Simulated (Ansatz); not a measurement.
TiO2 (C2/m, No. 12, 12 atoms in the cell; start mp-554278; a measured phase of this formula has another space group) was calculated with PBE0 (Ansatz, a quantum-chemistry and plane-wave program, plane waves, PAW).

Run with plane-wave cutoff 460 eV, 6×6×4 k mesh (along the axes of the cell as run), Fermi–Dirac smearing 0.01 eV, no spin polarisation, scalar-relativistic PAW data made under PBE.

Cell (relaxed with PBEsol):

```cif
data_O8Ti4
_chemical_formula_sum 'Ti4 O8'
_space_group_name_H-M_alt 'P 1'
_space_group_IT_number 1
_cell_length_a 6.36015
_cell_length_b 6.36015
_cell_length_c 6.53343
_cell_angle_alpha 106.185
_cell_angle_beta 106.185
_cell_angle_gamma 34.105
loop_
_space_group_symop_operation_xyz
  'x, y, z'
loop_
_atom_site_label
_atom_site_type_symbol
_atom_site_fract_x
_atom_site_fract_y
_atom_site_fract_z
_atom_site_occupancy
Ti1 Ti 0.80493 0.80493 0.71637 1
Ti2 Ti 0.19507 0.19507 0.28363 1
Ti3 Ti 0.10092 0.10092 0.70848 1
Ti4 Ti 0.89908 0.89908 0.29152 1
O1 O 0.05829 0.05829 0.36996 1
O2 O 0.94171 0.94171 0.63004 1
O3 O 0.63826 0.63826 0.70514 1
O4 O 0.36174 0.36174 0.29486 1
O5 O 0.13375 0.13375 0.00345 1
O6 O 0.86625 0.86625 0.99655 1
O7 O 0.73624 0.73624 0.34824 1
O8 O 0.26376 0.26376 0.65176 1
```

Give the computed band gap and smallest direct gap on the k points sampled.


band gap: 5.16 eV (indirect)
smallest direct gap on the k points sampled: 5.37 eV

Note: cell and atoms aren't relaxed at this level (largest force component 0.38 eV/Å, pressure -1.1 GPa).

A start named mp-… is a Materials Project structure, which need not be a measured phase.
